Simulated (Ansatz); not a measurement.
**TiB2, pressure series**

Base system: TiB2 (space group P6/mmm, No. 191; a = 3.032 Å, c = 3.224 Å).

Cell and atoms are relaxed at each pressure.

All numbers come from PBE/PAW in Ansatz (a quantum-chemistry and plane-wave program), no spin-orbit coupling.

| pressure (GPa) | volume per atom (Å³/atom) |
|---|---|
| -2 | 8.626 |
| -1 | 8.591 |
| 0 | 8.557 |
| 1.8 | ? |
| 9 | 8.274 |
| 18 | 8.030 |
| 30 | 7.751 |
| 45 | 7.457 |
| 60 | 7.207 |

Fit the third-order Birch–Murnaghan form P(V) = (3B₀/2)[(V₀/V)^(7/3) − (V₀/V)^(5/3)]·[1 + (3/4)(B₀′ − 4)((V₀/V)^(2/3) − 1)] (squares taken in P) to the rows shown and predict the withheld row.

Least squares on the printed values gives V₀ = 8.557 Å³/atom, B₀ = 250 GPa, B₀′ = 3.9; this predicts 8.496 Å³/atom, and the run gives 8.496 Å³/atom, in agreement.

Load acts through the strain it causes; cell and atoms are relaxed under it. Whether these cells are dynamically stable was not tested. No other phases were tried under pressure. All final runs are without spin polarisation.
